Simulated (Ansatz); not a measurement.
Crystal: CsLiCl2 (P4/nmm, not sure to be the ambient phase, 8 atoms a cell, 28.4 Å³ an atom); planes in its conventional cell.

All values below come from r2SCAN (plane waves, PAW; Ansatz, a program for electronic structure).

No gap correction and no spin-orbit coupling; mid-gap values are interpolated between computed energies.

```tsv
plane	area of the cell (Å²)	mid-gap κ (1/Å)	largest κ in the gap (1/Å)
(100)	46.3	0.43	0.44
(111)	69.8	?	?
(110)	65.5	?	?
```

Q: The slowest decay depends on the direction. Supply the withheld values.

A: 
- (111), mid-gap κ (1/Å): 0.39
- (111), largest κ in the gap (1/Å): 0.39
- (110), mid-gap κ (1/Å): 0.37
- (110), largest κ in the gap (1/Å): 0.37
